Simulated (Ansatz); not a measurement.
Amorphous cells of 8 compositions: the gap between the highest filled and lowest empty level at the zone centre, by PBE and by a single point of r2SCAN on the same geometry (PBE, scalar-relativistic without spin-orbit coupling (plane waves to 420 eV, PAW; Ansatz, a first-principles code); r2SCAN at 500 eV). The networks come from melt-quench runs on the CHGNet potential at compositions and starting densities chosen by hand, with anions pushed apart in the CHGNet dynamics, and DFT then relaxed them. The cells are small and were quenched far faster than real films, so single cells scatter. Defect or tail levels can set these gaps. The rows are the first to finish with both values and no moments.

| cell | PBE gap x (eV) | r2SCAN gap y (eV) |
|---|---|---|
| A (Si16Ge8O48, 2.78 g/cm3) | 3.11 | 3.74 |
| B (Si20Hf4O48, 3.13 g/cm3) | 3.45 | 3.93 |
| C (Si18Ba6O42, 3.09 g/cm3) | 3.75 | 4.30 |
| D (Si21Ge3O47, 2.49 g/cm3) | 3.83 | 4.35 |
| E (Si20Ti4O48, 2.31 g/cm3) | 3.95 | withheld |
| F (Si20Zr4O48, 2.80 g/cm3) | 4.46 | 4.95 |
| G (Si20B4O46, 1.96 g/cm3) | 5.35 | 6.06 |
| H (Si20O30F20, 1.96 g/cm3) | 5.61 | 6.37 |

Task: Fit a straight line through the 7 full rows and predict the withheld value for E (Si20Ti4O48, 2.31 g/cm3).

Result: Means: x = 4.223, y = 4.814. Slope = Σ(Δx Δy) / Σ(Δx²) = 5.899 / 5.465 = 1.08; the r.m.s. residual is 0.075. Prediction: 4.814 + 1.08 × (3.95 − 4.223) = 4.52. The run gave 4.35, 0.17 below the line.
